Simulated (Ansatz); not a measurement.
## Al2O3: band gap against strain

Al2O3 (corundum, R-3c, 8.761 Å³/atom at rest, c along z) under a strain ε along c (axis z), the other axes held. PBE in Ansatz, a plane-wave DFT program (PAW, default set), 420 eV, 8×8×8 Γ-centred mesh, Fermi-Dirac smearing 0.05 eV; ions are relaxed within the symmetry of each cell. Gaps are the smallest over the k-mesh and a band path, without spin-orbit coupling; in all rows the valence edge lies at Γ and the conduction edge at Γ.

Here s stands for strain and Eg for gap.

```csv
strain (%),gap (eV)
-3.00,?
-2.25,5.936
-1.50,5.911
-0.75,5.883
0.00,5.850
```

Q: Using a straight line, estimate the missing Eg at s = -3.00 from the other rows, showing the fit.

A: Means: s -1.1250, Eg 5.8950. About the means, the sum of products is -0.10725 and the sum of squares of s is 2.8125; the slope is their ratio. Least squares gives Eg = 5.8521 - 0.03813·s. Residuals (row less fit): -0.0019, 0.0017, 0.0023, -0.0021; standard error 0.0028 (degrees of freedom: 2). Over these rows the gap moves by -3.8 ± 0.2 eV per unit strain. At the withheld row, Eg = 5.8521 - 0.03813 × (-3.00) = 5.9665 eV. The calculation gives 5.957 eV, 0.0095 eV below the prediction (8.9 % of the range of Eg in the table). The row lies outside the fitted rows, so this is an extrapolation. From the scatter of the fitted rows alone, a prediction at this place has a standard error of 0.0045 eV, so the miss is 2.1 times that.

One order more, fitted to all 5 runs of the series, follows each within 0.001, so the miss is the next term of a smooth law. Rows are the converged runs of the series near zero and its far end; series whose fitted rows scatter by over a few per cent of the range, as at a crossing or softening among them, aren't shown in this form. Most that stay on the fit to the last digits aren't either.
